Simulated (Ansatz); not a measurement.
Consider this model of amorphous Ti20O42Hf.

```yaml
crystal:
  lattice:
    - [9.19211, -0.20262, -0.33949]
    - [-0.20262, 8.80599, -0.12825]
    - [-0.33949, -0.12825, 9.58992]
  atoms:
    - { symbol: Ti, position: [0.18680, 0.91994, 0.55580] }
    - { symbol: Ti, position: [0.47492, 0.73667, 0.11716] }
    - { symbol: Ti, position: [0.35912, 0.52829, 0.87426] }
    - { symbol: Ti, position: [0.69357, 0.19407, 0.72095] }
    - { symbol: Ti, position: [0.57636, 0.10488, 0.01677] }
    - { symbol: Ti, position: [0.04039, 0.36192, 0.76349] }
    - { symbol: Ti, position: [0.14857, 0.85363, 0.18293] }
    - { symbol: Ti, position: [0.82124, 0.78029, 0.70153] }
    - { symbol: Ti, position: [0.14601, 0.76462, 0.87447] }
    - { symbol: Ti, position: [0.71967, 0.21074, 0.36571] }
    - { symbol: Ti, position: [0.03389, 0.58440, 0.48060] }
    - { symbol: Ti, position: [0.60188, 0.94257, 0.52057] }
    - { symbol: Ti, position: [0.26417, 0.30992, 0.48347] }
    - { symbol: Ti, position: [0.91635, 0.95310, 0.36131] }
    - { symbol: Ti, position: [0.31281, 0.13515, 0.79625] }
    - { symbol: Ti, position: [0.75381, 0.57772, 0.29019] }
    - { symbol: Ti, position: [0.72442, 0.51277, 0.92553] }
    - { symbol: Ti, position: [0.03054, 0.48106, 0.10446] }
    - { symbol: Ti, position: [0.23162, 0.23841, 0.11526] }
    - { symbol: Ti, position: [0.43714, 0.66151, 0.55072] }
    - { symbol: O, position: [0.13352, 0.94361, 0.35832] }
    - { symbol: O, position: [0.09834, 0.39461, 0.55250] }
    - { symbol: O, position: [0.40914, 0.87862, 0.51279] }
    - { symbol: O, position: [0.52776, 0.55023, 0.00185] }
    - { symbol: O, position: [0.05818, 0.51028, 0.29174] }
    - { symbol: O, position: [0.75650, 0.13111, 0.92978] }
    - { symbol: O, position: [0.23156, 0.92079, 0.75882] }
    - { symbol: O, position: [0.91817, 0.62386, 0.62924] }
    - { symbol: O, position: [0.63716, 0.37358, 0.80231] }
    - { symbol: O, position: [0.32949, 0.73177, 0.96009] }
    - { symbol: O, position: [0.73180, 0.97429, 0.68095] }
    - { symbol: O, position: [0.26769, 0.13008, 0.58525] }
    - { symbol: O, position: [0.87290, 0.26821, 0.68151] }
    - { symbol: O, position: [0.15045, 0.57730, 0.79877] }
    - { symbol: O, position: [0.30305, 0.34760, 0.76936] }
    - { symbol: O, position: [0.60614, 0.17165, 0.52983] }
    - { symbol: O, position: [0.07231, 0.69218, 0.05774] }
    - { symbol: O, position: [0.27455, 0.24331, 0.30204] }
    - { symbol: O, position: [0.70182, 0.96428, 0.36505] }
    - { symbol: O, position: [0.43481, 0.62949, 0.72952] }
    - { symbol: O, position: [0.89290, 0.71737, 0.36693] }
    - { symbol: O, position: [0.92865, 0.44306, 0.90326] }
    - { symbol: O, position: [0.38306, 0.18040, 0.00101] }
    - { symbol: O, position: [0.73250, 0.69079, 0.84293] }
    - { symbol: O, position: [0.81040, 0.51348, 0.11720] }
    - { symbol: O, position: [0.63433, 0.20381, 0.18577] }
    - { symbol: O, position: [0.98895, 0.91966, 0.56217] }
    - { symbol: O, position: [0.63842, 0.72981, 0.55792] }
    - { symbol: O, position: [0.50418, 0.09503, 0.79778] }
    - { symbol: O, position: [0.17757, 0.00073, 0.05912] }
    - { symbol: O, position: [0.57869, 0.65433, 0.26796] }
    - { symbol: O, position: [0.32820, 0.78163, 0.22640] }
    - { symbol: O, position: [0.02602, 0.25141, 0.11121] }
    - { symbol: O, position: [0.40124, 0.46159, 0.48649] }
    - { symbol: O, position: [0.20159, 0.69645, 0.52543] }
    - { symbol: O, position: [0.23147, 0.43597, 0.05330] }
    - { symbol: O, position: [0.96489, 0.87092, 0.84939] }
    - { symbol: O, position: [0.56986, 0.91190, 0.06921] }
    - { symbol: O, position: [0.75664, 0.41732, 0.40210] }
    - { symbol: O, position: [0.90868, 0.16058, 0.37487] }
    - { symbol: O, position: [0.09581, 0.18508, 0.85384] }
    - { symbol: O, position: [0.92852, 0.93617, 0.16232] }
    - { symbol: Hf, position: [0.95439, 0.05812, 0.98624] }
```

Methods: PBE, scalar-relativistic without spin-orbit coupling (Ansatz, a program for electronic structure); r2SCAN, scalar-relativistic without spin-orbit coupling (Ansatz); HSE06, scalar-relativistic without spin-orbit coupling (Ansatz). Neutral PBE cell, which sets geometry, pressure and energy: sampling: a 2×2×2 Γ-centred mesh; Fermi-Dirac width 0.02 eV; no spin polarisation. Exact exchange is cut at the faces of this 9 Å cell, which leaves hybrid gaps a finite-size error.

Preparation: random packing, a CHGNet melt and quench, and a DFT relaxation. O atoms were pushed apart under 1.9 Å during the dynamics, to hinder bonds among them. The hot cell started wider than the set density and was brought back towards it in steps. It is the lowest in DFT energy of 2 quenches. It is a model cell: composition and starting density were chosen by hand, and all elements were melted together. No dispersion term was used. Its density started from a set value of 3.88 and ended at 3.88 g/cm³. The quench (nominally 240 K/ps over its main leg) was far faster than any real one, so the model tends to hold more defects than a real film. A cell of this size samples the disorder only roughly. The volume was held where the preparation left it and the shape relaxed.

Task: Give the pressure, the energy against reference phases and the spacing of the highest filled and lowest empty levels.

Result: 
```json
{
  "Pressure on a 2×2×2 Γ-centred mesh": "19.4 kbar",
  "Largest force and stress component on that mesh (the relaxation ran on the zone centre alone)": "0.11 eV/Å and 2.0 GPa",
  "Energy relative to anatase TiO2 + HfO2 (P2_1/c) (lowest mix at this level among the phases computed, not always the ambient ones)": "115 meV/atom",
  "Gap on a 2×2×2 Γ-centred mesh (PBE)": "2.83 eV",
  "Gap at the zone centre (PBE)": "2.84 eV",
  "Gap at the zone centre (r2SCAN)": "3.20 eV",
  "Gap at the zone centre (HSE06)": "4.40 eV",
  "Distance between the nearest levels spread over more than a fifth of the atoms or a third of the atoms of their main element (six at least) (PBE, zone centre)": "2.84 eV"
}
```

Task: At PBE and the zone centre, how localised are the states just below and above the Fermi level (participation number: the atoms over which a state spreads)?

Result: The highest filled state is spread over 18.0 atoms' worth, largest on O57, with weights by element (charge in smoothed Voronoi cells) O 0.94, Ti 0.05, Hf 0.00. The lowest empty state is spread over 11.8 atoms' worth, largest on Ti15, with weights by element (charge in smoothed Voronoi cells) Ti 0.80, O 0.20, Hf 0.00.

Bonds are counted up to Ti-Ti 3.12 Å, Ti-O 2.52 Å, Ti-Hf 3.23 Å, O-O 1.58 Å, O-Hf 2.65 Å, Hf-Hf 3.34 Å. Two cations that share two anions don't count as bonded, nor two that share one unless they lie closer than Ti-Ti 3.04 Å, Ti-Hf 3.15 Å, Hf-Hf 3.25 Å.

Added carriers, by PBE, scalar-relativistic without spin-orbit coupling (Ansatz) on the zone centre alone. Charged cells keep the cell fixed and stand in a uniform background, with no image correction, at a width of 0.01 eV; where the count is odd the moment is locked at 1 μB, unless the neutral cell bore moments. Each starts from the undistorted neutral geometry alone. PBE's self-interaction favours spread-out carriers, so it can miss traps that a hybrid finds.

Task: What happens at PBE when the cell takes an extra electron and the atoms relax?

Result: Relaxation lowers the charged cell by 0.11 eV. The largest moves are O27 0.05 Å, Ti15 0.05 Å, Ti3 0.05 Å, Ti6 0.04 Å. The level that holds the added charge spreads over 10.8 atoms' worth, most on Ti9 (weight 0.17): a partly localised carrier. No bond crosses its cut-off with a change of over 0.15 Å (metal-metal contacts aside). Made neutral again at that geometry, the cell lies +0.14 eV from the neutral start.

Task: What happens at PBE when the cell takes a hole and the atoms relax?

Result: Relaxation lowers the charged cell by 0.09 eV. The largest moves are O44 0.17 Å, Ti8 0.16 Å, O47 0.11 Å, Ti17 0.08 Å. The level that was emptied spreads over 5.7 atoms' worth, most on O57 (weight 0.37): a localised (trapped) carrier, which neighbours of that atom can share. No bond crosses its cut-off with a change of over 0.15 Å (metal-metal contacts aside). Made neutral again at that geometry, the cell lies +0.38 eV from the neutral start.
